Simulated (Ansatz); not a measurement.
The parent structure is ZrC in the rock salt structure (space group Fm-3m, No. 225; relaxed with 0.1 eV smearing).

```yaml
crystal:
  lattice:
    - [0.00000, 2.33454, 2.33454]
    - [2.33454, 0.00000, 2.33454]
    - [2.33454, 2.33454, 0.00000]
  atoms:
    - { symbol: Zr, position: [0.00000, 0.00000, 0.00000] }
    - { symbol: C, position: [0.50000, 0.50000, 0.50000] }
```

The values are results of DFT with PBEsol, PAW potentials and a 420 eV plane-wave cutoff in Ansatz (a program for electronic structure), scalar-relativistic without spin-orbit coupling, not measurements.

Strains are applied to the cell and any free atomic positions relax.

One change was made to it. Results:

```tsv
quantity	base	after
energy relative to the base (free energy F)	0 meV/atom	+57 meV/atom
pressure	0.0 GPa	20.9 GPa
band gap	zero	zero
```

### Question
Name the change that was made.
(A) isotropic strain −1.00 %
(B) isotropic strain +1.00 %
(C) isotropic strain +1.50 %
(D) isotropic strain −2.50 %

### Answer
D, isotropic strain −2.50 %. For comparison, the energy relative to the base in the other runs: isotropic strain +1.50 % gives +18 meV/atom; isotropic strain +1.00 % gives +8.2 meV/atom; isotropic strain −1.00 % gives +8.7 meV/atom.

Whether these cells are dynamically stable was not tested. All final runs are without spin polarisation.
